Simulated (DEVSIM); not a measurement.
Device: Mo/AlN/n-Ge capacitor, at 400 K.

```csv
layer (left to right),material,thickness (nm),Nd (cm⁻³)
1,AlN,9.80,-
2,Ge,16000,1.3e15
```

Metal gate on the left, work function 4.6 eV. Fixed charge at the semiconductor interface 0 cm⁻² (in units of +e); no interface traps.

This is a model device: material constants are rounded textbook-type values typed into the input, and sizes, dopings and lifetimes were drawn at random. Values at 300 K; Nc and Nv go as T^1.5, mobilities as T to minus their exponent, the gap by Varshni's rule with the affinity fixed.

```
parameter         AlN        Ge
----------------  ---  --------
gap (eV)          6.1     0.664
affinity (eV)     1.9         4
permittivity      8.5        16
Nc (cm⁻³)           -   1.04e19
Nv (cm⁻³)           -      6e18
Varshni α (eV/K)    -  0.000477
Varshni β (K)       -       235
```

DEVSIM, 1D Poisson equation in equilibrium, Boltzmann statistics, complete ionisation; no quantum confinement or tunnelling. Metal contacts follow the ideal Schottky-Mott rule: no Fermi-level pinning, no interface dipoles.

The AlN thickness was swept, all else fixed.

| AlN thickness (μm) | capacitance of the dielectric stack (μF/cm²) | minimum of the low-frequency capacitance (μF/cm²) |
|---|---|---|
| 0.0039 | 1.93 | 0.133 |
| 0.0054 | 1.39 | 0.130 |
| 0.0069 | 1.09 | 0.126 |
| 0.0083 | 0.907 | 0.123 |
| 0.0098 | 0.768 | 0.119 |
| 0.012 | 0.627 | 0.115 |

From the first row to the last the capacitance of the dielectric stack goes from 1.93 to 0.627. From the first row to the last the minimum of the low-frequency capacitance goes from 0.133 to 0.115.
